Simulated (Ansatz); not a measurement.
Take Y in the hcp (Mg type) structure (space group P6_3/mmc, No. 194; a = 3.594 Å, c = 5.610 Å; relaxed with 0.1 eV smearing) as the base.

The values are results of Ansatz (a program for electronic structure), PBEsol, PAW, cutoff 420 eV, without spin-orbit coupling, not measurements.

For the base:

| Item | Value |
|---|---|
| Pressure | 0.0 GPa |

Modification: the cell is scaled by 0.9800 in all directions; the atoms relax in the strained cell.

Question: What does the calculation give for the energy relative to the base and pressure after the change?

Answer: The energy goes up by 15 meV/atom; the pressure (mean of the normal stresses, compression positive) goes from zero to 2.8 GPa.

Stability against distortions was not tested. The final runs are not spin-polarised.
